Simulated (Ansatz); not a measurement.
W2C, pressure series

The reference is W₂C (space group P-3m1, No. 164; a = 3.035 Å, c = 4.656 Å).

Cell and atoms are relaxed at each pressure.

Method: PBE-D3(BJ), PAW, 420 eV (Ansatz, an electronic-structure program; no spin-orbit coupling).

```csv
pressure (GPa),volume per atom (Å³/atom)
-2,12.456
-1,12.417
0,12.379
0.3,12.368
0.7,12.353
3,12.269
5,12.197
7.5,?
10,12.028
```

### Question
Fit the third-order Birch–Murnaghan form P(V) = (3B₀/2)[(V₀/V)^(7/3) − (V₀/V)^(5/3)]·[1 + (3/4)(B₀′ − 4)((V₀/V)^(2/3) − 1)] (squares taken in P) to the rows shown and predict the withheld row.

### Answer
Least squares on the printed values gives V₀ = 12.379 Å³/atom, B₀ = 328 GPa, B₀′ = 4.0; this predicts 12.111 Å³/atom, and the run gives 12.111 Å³/atom, in agreement.

Load acts through the strain it causes; cell and atoms are relaxed under it. Whether these cells are dynamically stable was not tested. Competing high-pressure phases were not computed. The final runs are not spin-polarised.
